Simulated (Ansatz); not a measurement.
Results of PBEsol (plane waves, PAW; Ansatz, a quantum-chemistry and plane-wave program) for SnBi (Cmmm, No. 65, 2 atoms in the cell; start mp-1218947).

Numerical settings: plane-wave cutoff 520 eV, 18×18×10 k mesh (along the axes of the cell as run), Fermi–Dirac smearing 0.05 eV, scalar-relativistic PAW data made under PBE.

Cell (relaxed at this level):

BiSn has the orthorhombic space group Cmmm (No. 65), Pearson symbol oS4. Cell: a = 3.974 Å, b = 5.352 Å, c = 5.330 Å, α = 90.00°, β = 90.00°, γ = 90.00°. Sn on 2a has 4 Bi at 3.324 Å and 4 Bi at 3.777 Å and 4 Sn at 3.333 Å. Bi on 2c is surrounded by 4 Sn at 3.324 Å and 4 Sn at 3.777 Å and 4 Bi at 3.333 Å and 2 Bi at 3.974 Å. (Neighbours: up to the widest gap in distance over summed covalent radii, below 1.35, at either atom.)
(The calculation used a cell of 2 atoms; values per cell refer to that cell.)

Q: Predict the bulk modulus.

A: 
* **bulk modulus**: 54.2 GPa

The run finds no gap.

Note: the bulk modulus is −V dP/dV from two relaxed cells at ±2 % in volume; the relaxation could not lower the start's symmetry, so the cell can be a saddle point above a distorted one.

Spin–orbit coupling is not included; it can shift volumes and moduli of such heavy elements.

The computed numbers hold no vibrational or temperature effects.

A start named mp-… is a Materials Project structure, which need not be a measured phase.
